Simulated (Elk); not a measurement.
Convergence study of the basis cutoff for FeIr (R3m, 2 atoms in the cell)

```xyz
2
Lattice="1.3516 0.7804 4.2285 -1.3516 0.7804 4.2285 0.0000 -1.5607 4.2285" Properties=species:S:1:pos:R:3 pbc="T T T"
Fe     0.0000     0.0000     0.0500
Ir     0.0000     0.0000     6.3428
```
Moments meant for the start (each program seeds them in its own way; μB, in the order of the atoms Fe Ir): 4.0 1.0.

Method: PBEsol, all-electron FP-LAPW, Elk's shipped species files, default APW+lo basis in Elk 10.2.4.

Base settings: xctype = 22; spinpol = true; swidth = 0.00367493 Ha; ngridk = 5 5 5; reducebf = 0.5; nempty = 8 per atom; maxscl = 100; bfcmt = [[0.0, 0.0, -4.0], [0.0, 0.0, -1.0]].

The mesh stays at the base's, so the ladder's end is converged at best in this setting alone.

Only quantities that move along the ladder and can be compared are tabulated.

The magnetic state is not the same in all runs (site moments differ, or a search went on to a lower state), so steps between rows are not convergence errors alone.

The starting cell comes from a database of computed structures (which also holds hypothetical and non-ambient phases and stackings), without a prior relaxation at this level. Its lattice was rescaled by up to half a per cent. One atom was moved a little off its site on purpose. With one magnetic atom in the cell only a parallel order is possible. Values depend on the basis (sphere radii, cutoffs, local orbitals), which need not be converged. Without a gap this mesh is coarse (it stands for a supercell whose shortest vector is 14 Å).

| rgkmax | free energy less the last step's (meV/atom) | net moment (μB/atom) |
|---|---|---|
| 4.14 | 7397.87 | 0.000 |
| 4.43 | 5207.24 | 0.000 |
| 4.7 | 3990.85 | 0.040 |
| 4.95 | 3195.80 | 0.619 |
| 5.19 | 2522.82 | 1.280 |
| 5.42 | 1974.77 | 1.351 |
| 5.86 | 1194.83 | 1.297 |
| 6.26 | 682.12 | 1.274 |
| 6.64 | 419.29 | 1.278 |
| 7.34 | 142.15 | 1.272 |
| 7.67 | 81.24 | 1.267 |
| 8.13 | 33.78 | 1.266 |
| 8.57 | 13.11 | 1.267 |
| 9.26 | 0.00 | 1.267 |

Coarsest rgkmax that holds the free energy within 5 meV/atom: not settled: the last two steps still differ by 13 meV/atom, over half the tolerance, so the ladder does not show it.

Coarsest rgkmax that holds the net moment within 0.02 μB/atom of the last step, with all finer ones: 6.26; the step before is off by 0.030 μB/atom.
